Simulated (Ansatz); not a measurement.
**OH on the 1x1 (10-10) surface of wurtzite AlN (cut with top plane Al + N), one in a 2x1 cell, started at the site 'bridge Al-Al-Al-N (span 3.1 Å)'**

Host crystal: wurtzite AlN, with a band gap (PBE, scalar-relativistic without spin-orbit coupling).

Level of theory: PBE (plane waves to 420 eV, PAW; Ansatz, an electronic-structure program).

Model: 34-atom slab, 8.9 Å thick at the start under the adsorbate (thin: gaps and levels are the slab's own), 3x4x1 mesh, Fermi-Dirac 0.01 eV, dipole correction, 16 atoms held, the rest relaxed; no symmetry held; spin-polarised, ending with about 1.0 μB a cell; orders that need a larger cell were not tried, no spin-orbit, no U, no dispersion correction. At the end it is bonded to 2 Al. In PBE this state lies 0.17 eV over the lowest of the starts that converged ('top Al').

| Item | Result |
|---|---|
| adsorption energy against H2O(g) − ½ H2(g) | -5.6 kJ/mol |
| change of the step from the bottom to the top vacuum level, against the clean slab | -0.85 eV |
| energy released by relaxation | 4.78 eV |
| height of the binding atom over the mean of the host atoms within 0.3 Å of the top one | 1.454 Å |
| magnetic moment of the cell | 1.00 μB |
| nearest host atoms of the binding atom | Al at 1.93 Å, Al at 2.04 Å, N at 2.49 Å |
| largest move of a host atom | 0.32 Å |
| note | in the relaxation the adsorbate left its starting site by 1.1 Å |
| cost | around 26 core-minutes (rough) |

A negative adsorption energy means that the adsorbate is more stable on the surface than in its reference.
